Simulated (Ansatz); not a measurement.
Effective masses and thermopower of SrO under load (space group Fm-3m)

Here is the system:

```
SrO
1.0
    0.00000     2.61892     2.61892
    2.61892     0.00000     2.61892
    2.61892     2.61892     0.00000
Sr O
1 1
Direct
  0.00000   0.00000   0.00000
  0.50000   0.50000   0.50000
```

These are r2SCAN, rigid bands (plane waves, PAW, scalar-relativistic; Ansatz, an electronic-structure program) values and carry that method's errors. Condition of this run: hydrostatic pressure of -5.4 GPa (compression positive) (the target of the relaxation). Cell: cell and atoms relaxed with PBEsol, then loaded as said.

```json
{
 "band_gap": "3.81 eV",
 "electron conductivity mass (300 K, dilute)": "0.53 mₑ",
 "hole conductivity mass (300 K, dilute)": "1.51 mₑ",
 "effective density of states N_c (300 K)": "3.5e19 cm⁻³",
 "effective density of states N_v (300 K)": "2.6e20 cm⁻³",
 "density_of_states_mass_electrons": "1.25 mₑ",
 "density_of_states_mass_holes": "4.8 mₑ",
 "Seebeck coefficient, n-type 1e19 cm⁻³, 300 K": "-323 μV/K",
 "best n-type power factor at 300 K for τ = 10 fs (best axis; densities from 1e16 to 1e21 cm⁻³ tried, whether or not they can be reached)": "10.7 μW/(cm·K²) at 1e20 cm⁻³",
 "Seebeck coefficient, p-type 1e19 cm⁻³, 300 K": "513 μV/K"
}
```

Rigid bands; masses and Seebeck coefficients take one relaxation time τ for all states and one kind of carrier; polarons and phonon drag are left out. Spin-orbit coupling is left out; where it splits the top of the valence band, N_v and the p-type Seebeck coefficient come out somewhat high without it. Geometry: cell and atoms relaxed with PBEsol.
